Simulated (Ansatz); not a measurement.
## Convergence study of shifted k-point meshes for RbRuF6 (R3m, 8 atoms in the cell)

```
CELL_PARAMETERS angstrom
      3.82287     2.20714     2.50449
     -3.82287     2.20714     2.50449
      0.00000    -4.41428     2.50449
ATOMIC_POSITIONS crystal
  Rb 0.50665 0.50665 0.50665
  Ru 0.00000 0.00000 0.00000
  F  0.25993 0.25993 0.91880
  F  0.74008 0.74008 0.08120
  F  0.91880 0.25993 0.25993
  F  0.08120 0.74008 0.74008
  F  0.25993 0.91880 0.25993
  F  0.74008 0.08120 0.74008
```
Moments meant for the start (each program seeds them in its own way; μB, in the order of the atoms Rb Ru F F F F F F): 0.0 2.0 0.0 0.0 0.0 0.0 0.0 0.0.

Level of theory: PBEsol, default PAW files made with PBE (plane waves; Ansatz, a quantum-chemistry and plane-wave program).

Base settings: basis.ecutwfc = 420 eV; kpoints.mp_grid.grid = 5 5 5; hamiltonian.xc = pbesol; hamiltonian.pseudopotentials = {kind: paw} (the program's default PAW files); magnetization.spin_polarized = true; scf.occupations.method = fermi_dirac; scf.occupations.width = 0.05 eV.

In this ladder: kpoints.mp_grid.shift = 0.5 0.5 0.5.

Only quantities that move along the ladder and can be compared are tabulated.

The count of work is k-points × plane waves × bands × iterations; it is no time. Core times come from one kind of shared machine, to one figure; runs under 30 s give none.

The starting cell comes from a database of computed structures (which also holds hypothetical and non-ambient phases and stackings), without a prior relaxation at this level. Its lattice was rescaled by up to half a per cent. One atom was moved a little off its site on purpose. With one magnetic atom in the cell only a parallel order is possible. Ansatz's pressure includes its estimate of the finite-basis (Pulay) stress.

```tsv
kpoints.mp_grid.grid	free energy less the last step's (meV/atom)	pressure (GPa)	largest difference of a force vector from the last step's (eV/Å)	count of work / last	core time / last (rough)
1 1 1	17.44	1.55	0.268	0.0036	–
2 2 2	-1.07	1.17	0.004	0.0071	–
3 3 3	0.01	1.19	0.000	0.021	–
4 4 4	0.00	1.19	0.000	0.036	–
5 5 5	0.00	1.19	0.000	0.068	–
6 6 6	0.00	1.19	0.000	0.10	0.1
7 7 7	0.02	1.19	0.000	0.16	0.2
8 8 8	0.00	1.19	0.000	0.21	0.2
9 9 9	0.01	1.19	0.000	0.30	0.3
10 10 10	-0.01	1.19	0.000	0.39	0.4
11 11 11	0.00	1.19	0.000	0.52	0.5
12 12 12	0.00	1.19	0.000	0.65	0.9
13 13 13	0.00	1.19	0.000	0.82	0.8
14 14 14	0.00	1.19	0.000	1.0	1
```

Coarsest kpoints.mp_grid.grid that holds the forces within 0.01 eV/Å of the last step, with all finer ones: 2 2 2, at 0.0071 of the last step's count of work; the step before is off by 0.27 eV/Å.

Coarsest kpoints.mp_grid.grid that holds the pressure within 0.05 GPa of the last step, with all finer ones: 2 2 2, at 0.0071 of the last step's count of work; the step before is off by 0.36 GPa.

Coarsest kpoints.mp_grid.grid that holds the free energy within 0.5 meV/atom of the last step, with all finer ones: 3 3 3, at 0.021 of the last step's count of work; the step before is off by 1.1 meV/atom.

Keys are those of Ansatz 0.2.
